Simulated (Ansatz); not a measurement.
The parent structure is CsPbCl3 in the cubic perovskite structure (space group Pm-3m, No. 221; a = 5.5209 Å).

Computed with LDA (Ansatz, a program for electronic structure; PAW; 420 eV plane waves; without spin-orbit coupling).

Base values:

The pressure is 0.00 GPa and the electron mass comes out as 0.093, 0.75, 0.75 mₑ (at R). The band gap comes out as 1.53 eV.

The change: every lattice vector is stretched by 1.80 %; the atoms relax in the strained cell.

Task: Predict the new pressure.

Result: The pressure goes from zero to -1.39 GPa.

Task: What happens to the energy relative to the base?

Result: The energy rises by 8.5 meV/atom.

Task: What happens to the electron mass?

Result: The electron mass (degenerate bands, along [100]) goes from 0.093, 0.75, 0.75 mₑ (at R) to 0.10, 0.81, 0.81 mₑ (at R).

Task: What happens to the band gap?

Result: The band gap goes up by 0.246 eV, from 1.53 eV to 1.77 eV.

With Pb present, leaving out spin-orbit coupling can change the band edges. Effective masses come from finite differences of ±0.01 Å⁻¹. Stability against distortions was not tested. Many cubic perovskites are stable only at high temperature; tilts and polar distortions were not tested. This is not the structure that CsPbCl3 has at room temperature and ambient pressure.
